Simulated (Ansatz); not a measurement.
## Hypothetical P4_2/mnm AlN, pressure series

The reference is AlN (space group P4_2/mnm, No. 136; a = 5.330 Å, c = 3.122 Å; a hypothetical phase, not in the database extracts checked).

Cell and atoms are relaxed at each pressure.

Method: Ansatz (a program for electronic structure) PBE, no spin-orbit coupling.

| variant | band gap | smallest direct gap | volume per atom | electron mass |
|---|---|---|---|---|
| base | 3.73 eV | 3.74 eV | 11.08 Å³ | 0.33 mₑ along c, 0.31 mₑ across (at Γ) |
| pressure −2 GPa | 3.65 eV | 3.66 eV | 11.21 Å³ | 0.33 mₑ along c, 0.30 mₑ across (at Γ) |
| pressure −1 GPa | 3.69 eV | 3.70 eV | 11.15 Å³ | 0.33 mₑ along c, 0.31 mₑ across (at Γ) |
| pressure 0.3 GPa | 3.74 eV | 3.75 eV | 11.07 Å³ | 0.33 mₑ along c, 0.31 mₑ across (at Γ) |
| pressure 0.7 GPa | 3.75 eV | 3.76 eV | 11.04 Å³ | 0.34 mₑ along c, 0.31 mₑ across (at Γ) |
| pressure 1.5 GPa | 3.78 eV | 3.79 eV | 10.99 Å³ | 0.34 mₑ along c, 0.32 mₑ across (at Γ) |
| pressure 3 GPa | 3.83 eV | 3.84 eV | 10.91 Å³ | 0.34 mₑ along c, 0.32 mₑ across (at Γ) |
| pressure 5 GPa | 3.90 eV | 3.91 eV | … | 0.35 mₑ along c, 0.33 mₑ across (at Γ) |
| pressure 7.5 GPa | 3.98 eV | 3.99 eV | … | 0.36 mₑ along c, 0.33 mₑ across (at Γ) |
| pressure 10 GPa | 4.05 eV | 4.07 eV | 10.54 Å³ | 0.37 mₑ along c, 0.34 mₑ across (at Γ) |

Task: What belongs in the blanks?

Result: 
- pressure 5 GPa, volume per atom: 10.80 Å³
- pressure 7.5 GPa, volume per atom: 10.66 Å³

Load acts through the strain it causes; cell and atoms are relaxed under it. Effective masses come from finite differences of ±0.01 Å⁻¹. Whether these cells are dynamically stable was not tested. No other phases were tried under pressure.
